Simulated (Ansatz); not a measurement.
Band structure of LaCu2 (P6/mmm, 3 atoms in the cell).

```
LaCu2
1.0
    4.30029     0.00000     0.00000
   -2.15015     3.72416     0.00000
    0.00000     0.00000     3.85096
La Cu
1 2
Direct
  0.00000   0.00000   0.00000
  0.33333   0.66667   0.50000
  0.66667   0.33333   0.50000
```

Computed with LDA (PW92), default PAW files made with PBE (plane waves; Ansatz, a first-principles code).

Settings: kpoints.mp_grid.grid = 9 9 9; hamiltonian.xc = lda; hamiltonian.pseudopotentials = {kind: paw} (the program's default PAW files); scf.occupations.method = fermi_dirac; scf.occupations.width = 0.05 eV; kpoints.band_path.npoints = 8.

The starting cell comes from a database of computed structures (which also holds hypothetical and non-ambient phases and stackings), without a prior relaxation at this level. Spin polarisation is off.

Levels in eV from the Fermi level, bands 21 to 28:
```tsv
point	21	22	23	24	25	26	27	28
Γ	-2.86	-2.73	-2.73	0.24	0.24	0.51	1.52	1.62
M	-2.92	-2.53	-2.41	-1.71	0.60	1.06	1.43	1.80
K	-2.46	-2.05	-1.84	-1.84	-1.66	1.63	1.71	1.71
A	-2.64	-2.58	-2.58	-2.53	1.43	1.43	1.50	1.82
L	-2.60	-2.39	-2.04	-1.00	-0.68	-0.61	1.10	1.81
H	-2.65	-2.65	-2.50	-2.05	0.19	0.19	1.42	1.82
```

Bands cross the Fermi level along this path, so the cell is metallic at this level.

Keys are those of Ansatz 0.2.
